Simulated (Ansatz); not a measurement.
Worked example: self-consistent single point of NaTl (Fd-3m, 4 atoms in the cell) in Ansatz (an electronic-structure program)

Method: PBEsol, default PAW files made with PBE (plane waves; Ansatz).

Input:

Ansatz 0.2 input:
```yaml
# NaTl
crystal:
  lattice:
    - [0.000000, 3.659702, 3.659702]
    - [3.659702, 0.000000, 3.659702]
    - [3.659702, 3.659702, 0.000000]
  atoms:
    - { symbol: Na, position: [0.500000, 0.500000, 0.500000] }
    - { symbol: Na, position: [0.750000, 0.750000, 0.750000] }
    - { symbol: Tl, position: [0.000000, 0.000000, 0.000000] }
    - { symbol: Tl, position: [0.250000, 0.250000, 0.250000] }
basis:
  ecutwfc: 420.0 eV
kpoints:
  mp_grid: { grid: [6, 6, 6] }
hamiltonian:
  xc: pbesol
  pseudopotentials: { kind: paw }
scf:
  occupations: { method: cold, width: 0.1 eV }
output:
  forces: true
  eigenvalues: true
  stress: true
```

Output (repeated stretches shortened):

```
WARN ansatz: RAYON_NUM_THREADS=1 ignored (pool sized by the plan → 1); use --threads N
Pseudopotentials: kind: paw
Pseudopotential: Na, paw, valence charge 9
Pseudopotential: Tl, paw, valence charge 13
Crystal: 4 atoms, lattice volume = 98.032 Å³
Basis set: ecut = 420 eV, 1917 PW (Γ), exchange–correlation on 72×72×72 points (8 copies of the dense FFT grid, shifted against one another)
Bands: 27, of which v1, the nominal top of the filled ones, is band 22 counted from 1 (21 counted from 0)
Symmetry: 48 space group operations
Space group: Fd-3m (ITA 227), of the structure as read, at distance tolerance 4.6e-5 Å
k-points: 16 of 216
PAW frozen core: Na, regenerated for the run's functional, and the local potential with it
PAW frozen core: Tl, regenerated for the run's functional, and the local potential with it
Initial density: superposition of atomic densities (neutral atoms: chi_scale 0, normalization atom), corrected by the library's trained network
Initial wavefunctions: pseudopotential atomic-orbital guess
Eigensolver: davidson
Functional: x = pbesol(κ = 0.804, μ = 0.12345679012345678), c = pbesol(β = 0.046)
SCF iter   1: F=—  HF=-25543.576898 eV  |F-HF|=—  |Δ(HF+E_count)|=         —  Δρ=2.88e-3  dr2=5.35e-3  ethr=1.77e-3  ⟨swp⟩=5.6  Hψ=1764  notcnv=0
all-band conjugate gradients solve this SCF's bands
preconditioner: auto → Kerker (q_TF=auto, 2.387 Å⁻¹)
SCF iter   2: F=—  HF=-25543.570729 eV  |F-HF|=—  |Δ(HF+E_count)|=   6.17e-3  S|Δr|=    0.00e0  Δρ=9.18e-4  dr2=7.42e-4  ethr=1.22e-5  ⟨swp⟩=2.1  Hψ=852  notcnv=0
SCF iter   3: F=—  HF=-25543.570497 eV  |F-HF|=—  |Δ(HF+E_count)|=   2.32e-4  S|Δr|=    0.00e0  Δρ=2.47e-4  dr2=6.11e-5  ethr=1.69e-6  ⟨swp⟩=2.0  Hψ=705  notcnv=0
SCF iter   4: F=—  HF=-25543.570519 eV  |F-HF|=—  |Δ(HF+E_count)|=   2.18e-5  S|Δr|=    0.00e0  Δρ=6.66e-5  dr2=3.42e-6  ethr=1.39e-7  ⟨swp⟩=2.0  Hψ=648  notcnv=0
SCF iter   5: F=—  HF=-25543.570519 eV  |F-HF|=—  |Δ(HF+E_count)|=   5.56e-8  S|Δr|=    0.00e0  Δρ=4.02e-5  dr2=9.82e-7  ethr=7.78e-9  ⟨swp⟩=2.0  Hψ=776  notcnv=0
SCF iter   6: F=-25543.570518 eV  HF=-25543.570518 eV  |F-HF|=3.75e-8  |Δ(HF+E_count)|=   5.41e-7  S|Δr|=    0.00e0  Δρ=1.20e-5  dr2=9.63e-8  ethr=2.27e-10  ⟨swp⟩=4.8  Hψ=1817  notcnv=0
SCF 1 converged in 6 iterations: F = -25543.570518 eV  dr2 = 9.63e-8
SCF converged after 6 iterations
Stability not checked (fill_not_monotonic)
Free energy (F): -25543.570518 eV
Harris-Foulkes:  -25543.570518 eV  (|F-HF|=3.75e-8)
Internal energy: -25543.573260 eV  (E = F + TS)
E sigma→0 (E₀):  -25543.571432 eV
Entropy (-TS):   0.002742 eV (0.685 meV/atom)
Fermi energy:    8.192147 eV
--- Per-component energies (eV) ---
  E_band       = -411.303332
  E_kinetic    = 912.309529
  E_local      = -4273.305560  (includes V_loc(G=0)·N_el)
  E_nonlocal   = 869.251153
  E_hartree    = 1546.849702
  E_xc         = -534.813623
  E_vxc        = -384.782477  (∫ρ·V_xc dr)
  E_paw        = -20543.817588  (= ΣΔE_a)
  E_vpaw       = -628.484948  (= ΣTr[D̂ρ^β])
  E_aug_tail   = 0.000001  (compensation charges beyond the density's cutoff)
  E_ewald      = -3520.232791
  E_core_change = 0.185918  (= ΣΔE_core)
  E_smearing   = 0.002742  (= −TS)
  E_closure    = 0.000000  (closes the sum)
  Σ components = -25543.570518   (vs F -25543.570518, Δ=0.00e0)
--- Forces (eV/Å), atoms counted from 1 ---
  atom   1  Na     0.00000000     0.00000000     0.00000000
   [... zero for the other atoms too ...]
  max |Σ_I F_I| component: 4.05e-17 eV/Å
--- Stress (GPa, compression-positive) ---
        1.735299       0.000000      -0.000000
        0.000000       1.735299       0.000000
       -0.000000       0.000000       1.735299
  P = ⅓ Tr σ = 1.7353 GPa (17.353 kbar)
  The stress holds the Pulay correction. Without it, at fixed plane waves, as pw.x and ABINIT print it: P = 1.7080 GPa
--- Band table (eV; the first three rows and the last of 16) ---
  k-point 0: bands = ["-44.5047", "-44.4928", "-16.6167", "-16.6167", "-16.6167", "-16.5690", "-16.5690", "-16.5690", "-3.6451", "-3.6451", "-3.6451", "-3.6108", "-3.6108", "-3.1899", "-3.1899", "-3.1899", "-3.1120", "-3.1120", "-0.9785", "5.7377", [...]
  k-point 1: bands = ["-44.5041", "-44.4934", "-16.6184", "-16.6184", "-16.6170", "-16.5694", "-16.5675", "-16.5675", "-3.6757", "-3.6757", "-3.6448", "-3.5671", "-3.5671", "-3.2091", "-3.2091", "-3.2085", "-3.0978", "-3.0978", "-0.7441", "4.9555", [...]
  k-point 2: bands = ["-44.5026", "-44.4948", "-16.6214", "-16.6214", "-16.6177", "-16.5699", "-16.5646", "-16.5646", "-3.6920", "-3.6920", "-3.6435", "-3.5321", "-3.5321", "-3.2463", "-3.2234", "-3.2234", "-3.0861", "-3.0861", "-0.1034", "3.4349", [...]
  k-point 15: bands = ["-44.4987", "-44.4987", "-16.6291", "-16.6291", "-16.5937", "-16.5937", "-16.5577", "-16.5577", "-3.7391", "-3.7391", "-3.5364", "-3.5364", "-3.3698", "-3.3698", "-3.3014", "-3.3014", "-3.0309", "-3.0309", "1.6085", "1.6085", [...]
```

The run converged in 6 iterations.

The starting cell comes from a database of computed structures (which also holds hypothetical and non-ambient phases and stackings), without a prior relaxation at this level. Its lattice was rescaled by a random factor within 2.5 % of one. Spin-orbit coupling is off. Ansatz's pressure includes its estimate of the finite-basis (Pulay) stress.
